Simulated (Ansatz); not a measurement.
# Smallest direct gap on the k points sampled of V2O5 (Pmmn, No. 59) at several levels of theory

No measured value is used here.

| level (code) | value (eV) |
|---|---|
| LDA (Ansatz) | 2.02 |
| PBEsol (Ansatz) | 2.08 |
| r²SCAN (Ansatz) | 2.43 |

Computed values are for a static lattice. The crystal itself was run without spin with LDA, PBEsol, r²SCAN. Values are at the PBEsol cell. Cutoffs differ between the levels. Ansatz's density-functional and Hartree–Fock values are scalar-relativistic unless marked +SOC, with PAW data made under PBE.

Ansatz is a quantum-chemistry and plane-wave program.
